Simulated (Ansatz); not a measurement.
**Hypothetical rock salt BeTe: response to strain**

The reference is BeTe in the rock salt structure (space group Fm-3m, No. 225; a = 5.3711 Å; a hypothetical phase, not in the database extracts checked; relaxed with 0.1 eV smearing). Axes: x, y, z lie along the cube axes.

Strains are applied to the cell and any free atomic positions relax; under biaxial strain the out-of-plane vector relaxes too; under stress the whole cell relaxes.

Method: r2SCAN (Ansatz, a program for electronic structure; PAW; 500 eV plane waves; without spin-orbit coupling), earlier PAW set.

Notes on the quantities. pressure: mean of the normal stresses, compression positive; energy relative to the base: free energy F.

| change | pressure | energy relative to the base | space group | shortest interatomic distance |
|---|---|---|---|---|
| base | 0.0 GPa | 0 meV/atom | Fm-3m (No. 225) | 2.686 Å |
| biaxial strain +0.96 %, plane normal [001], relaxed out of plane | -0.7 GPa | +1.3 meV/atom | I4/mmm (No. 139) | 2.665 Å |
| biaxial strain −1.59 %, plane normal [111], relaxed out of plane | 1.7 GPa | +4.7 meV/atom | R-3m (No. 166) | 2.665 Å |
| isotropic strain −0.86 % | 1.8 GPa | (withheld) | Fm-3m (No. 225) | 2.662 Å |
| isotropic strain +2.55 % | -4.4 GPa | (withheld) | Fm-3m (No. 225) | 2.754 Å |
| isotropic strain +2.90 % | -4.9 GPa | +28 meV/atom | Fm-3m (No. 225) | 2.763 Å |
| uniaxial strain ε_xx = −1.21 % | 0.9 GPa | (withheld) | I4/mmm (No. 139) | 2.653 Å |
| tensor shear ε_xz = +2.05 % | 0.0 GPa | (withheld) | Immm (No. 71) | 2.686 Å |
| tensor shear ε_xz = +0.65 % | 0.0 GPa | +0.5 meV/atom | Immm (No. 71) | 2.686 Å |
| uniaxial stress, 3 GPa compression along z | – | +5.3 meV/atom | I4/mmm (No. 139) | 2.603 Å |

Q: What belongs in the blanks?

A: 
- isotropic strain −0.86 %, energy relative to the base: +2.8 meV/atom
- isotropic strain +2.55 %, energy relative to the base: +22 meV/atom
- uniaxial strain ε_xx = −1.21 %, energy relative to the base: +1.0 meV/atom
- tensor shear ε_xz = +2.05 %, energy relative to the base: +4.8 meV/atom

Beyond what the load breaks, stability against distortions was not tested. All final runs are without spin polarisation.
